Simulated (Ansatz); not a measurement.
Ansatz (a program for electronic structure) run on CuZn (Pm-3m, 2 atoms in the cell): self-consistent single point

Computed with PBE (plane waves, PAW; Ansatz).

Input:

Ansatz 0.2 input:
```yaml
# CuZn
crystal:
  lattice:
    - [2.95000000, 0.00000000, 0.00000000]
    - [0.00000000, 2.95000000, 0.00000000]
    - [0.00000000, 0.00000000, 2.95000000]
  atoms:
    - { symbol: Zn, position: [0.50000000, 0.50000000, 0.50000000] }
    - { symbol: Cu, position: [0.00000000, 0.00000000, 0.00000000] }
kpoints:
  mp_grid:
    grid: [15, 15, 15]
hamiltonian:
  xc: pbe
  pseudopotentials:
    kind: paw
scf:
  occupations:
    method: gaussian
    width: 0.272 eV
output:
  forces: true
  eigenvalues: true
  stress: true
```

The program printed (abridged):

```
WARN basis.ecutwfc = 420 eV, the default
Pseudopotentials: kind: paw
Pseudopotential: Zn, paw, valence charge 12
Pseudopotential: Cu, paw, valence charge 19
Crystal: 2 atoms, lattice volume = 25.672 Å³
Basis set: ecut = 420 eV, 485 PW (Γ), exchange–correlation on 40×40×40 points (8 copies of the dense FFT grid, shifted against one another)
Bands: 20, of which v1, the nominal top of the filled ones, is band 16 counted from 1 (15 counted from 0)
Symmetry: 48 space group operations
Space group: Pm-3m (ITA 221), of the structure as read, at distance tolerance 3.0e-5 Å
k-points: 120 of 3375
Initial density: superposition of atomic densities (neutral atoms: chi_scale 0, normalization atom), corrected by the library's trained network
Initial wavefunctions: pseudopotential atomic-orbital guess
Eigensolver: davidson
Functional: x = pbe(κ = 0.804, μ = 0.2195149727645171), c = pbe(β = 0.06672455060314922)
SCF iter   1: F=—  HF=-9944.392315 eV  |F-HF|=—  |Δ(HF+E_count)|=         —  Δρ=1.98e-3  dr2=5.87e-4  ethr=1.77e-3  ⟨swp⟩=4.8  Hψ=9797  notcnv=0
all-band conjugate gradients solve this SCF's bands
preconditioner: auto → none
SCF iter   2: F=—  HF=-9944.392910 eV  |F-HF|=—  |Δ(HF+E_count)|=   5.95e-4  Δρ=8.06e-4  dr2=9.36e-5  ethr=1.89e-6  ⟨swp⟩=2.2  Hψ=5146  notcnv=0
SCF iter   3: F=—  HF=-9944.392914 eV  |F-HF|=—  |Δ(HF+E_count)|=   3.56e-6  Δρ=3.69e-4  dr2=2.31e-5  ethr=3.02e-7  ⟨swp⟩=1.4  Hψ=2900  notcnv=0
SCF iter   4: F=—  HF=-9944.392912 eV  |F-HF|=—  |Δ(HF+E_count)|=   2.37e-6  Δρ=8.95e-5  dr2=1.11e-6  ethr=7.44e-8  ⟨swp⟩=2.3  Hψ=3532  notcnv=0
SCF iter   5: F=—  HF=-9944.392911 eV  |F-HF|=—  |Δ(HF+E_count)|=   4.02e-7  Δρ=2.02e-5  dr2=1.44e-7  ethr=3.58e-9  ⟨swp⟩=2.3  Hψ=3461  notcnv=0
SCF iter   6: F=-9944.392911 eV  HF=-9944.392911 eV  |F-HF|=3.26e-8  |Δ(HF+E_count)|=   7.60e-8  Δρ=1.10e-5  dr2=4.54e-8  ethr=3.23e-10  ⟨swp⟩=6.2  Hψ=11162  notcnv=0
SCF 1 converged in 6 iterations: F = -9944.392911 eV  dr2 = 4.54e-8
SCF converged after 6 iterations
Free energy (F): -9944.392911 eV
Harris-Foulkes:  -9944.392911 eV  (|F-HF|=3.26e-8)
Internal energy: -9944.375139 eV  (E = F + TS)
E sigma→0 (E₀):  -9944.384025 eV
Entropy (-TS):   -0.017772 eV (-8.886 meV/atom)
Fermi energy:    14.434675 eV
--- Per-component energies (eV) ---
  E_band       = -320.298516
  E_kinetic    = 431.541102
  E_local      = -5803.776784  (includes V_loc(G=0)·N_el)
  E_nonlocal   = 1001.235398
  E_hartree    = 2532.299296
  E_xc         = -227.690213
  E_vxc        = -168.789425  (∫ρ·V_xc dr)
  E_paw        = -3488.488682  (= ΣΔE_a)
  E_vpaw       = -845.113949  (= ΣTr[D̂ρ^β])
  E_aug_tail   = 0.000000  (compensation charges beyond the density's cutoff)
  E_ewald      = -4389.495256
  E_smearing   = -0.017772  (= −TS)
  E_closure    = -0.000000  (closes the sum)
  Σ components = -9944.392911   (vs F -9944.392911, Δ=0.00e0)
--- Forces (eV/Å), atoms counted from 1 ---
  atom   1  Zn     0.00000000    -0.00000000     0.00000000
  atom   2  Cu     0.00000000     0.00000000    -0.00000000
  max |Σ_I F_I| component: 3.94e-30 eV/Å
--- Stress (GPa, compression-positive) ---
        1.742466       0.000000       0.000000
       -0.000000       1.742466       0.000000
        0.000000       0.000000       1.742466
  P = ⅓ Tr σ = 1.7425 GPa (17.425 kbar)
  The stress holds the Pulay correction. Without it, at fixed plane waves, as pw.x and ABINIT print it: P = 1.6008 GPa
--- Band table (eV; the first three rows and the last of 120) ---
  k-point 0: bands = ["-98.5657", "-55.9349", "-55.9349", "-55.9349", "4.0914", "6.6147", "6.6147", "7.3058", "7.3058", "7.3058", "10.8766", "10.8766", "11.7257", "11.7257", "11.7257", "20.5850", "20.5850", "20.5850", "25.6198", "25.6198"]
  k-point 1: bands = ["-98.5657", "-55.9353", "-55.9349", "-55.9349", "4.1717", "6.6241", "6.6320", "7.2987", "7.2987", "7.3094", "10.8717", "10.8841", "11.6982", "11.6982", "11.7225", "19.8059", "20.7076", "20.7076", "25.6617", "26.0310"]
  k-point 2: bands = ["-98.5656", "-55.9365", "-55.9348", "-55.9348", "4.4104", "6.6506", "6.6823", "7.2787", "7.2787", "7.3195", "10.8580", "10.9015", "11.6227", "11.6227", "11.7134", "18.2391", "21.0681", "21.0681", "25.7875", "26.2928"]
  k-point 119: bands = ["-98.5642", "-55.9429", "-55.9429", "-55.9429", "6.7243", "6.7349", "6.7349", "7.5894", "7.5894", "10.1311", "10.1849", "10.1849", "11.9652", "11.9652", "17.2283", "18.2425", "18.2425", "18.3253", "19.5138", "19.5138"]
```

The run converged in 6 iterations.

The starting cell has typed, rounded lattice constants, without a prior relaxation at this level. Spin polarisation is off. Ansatz's pressure includes its estimate of the finite-basis (Pulay) stress.
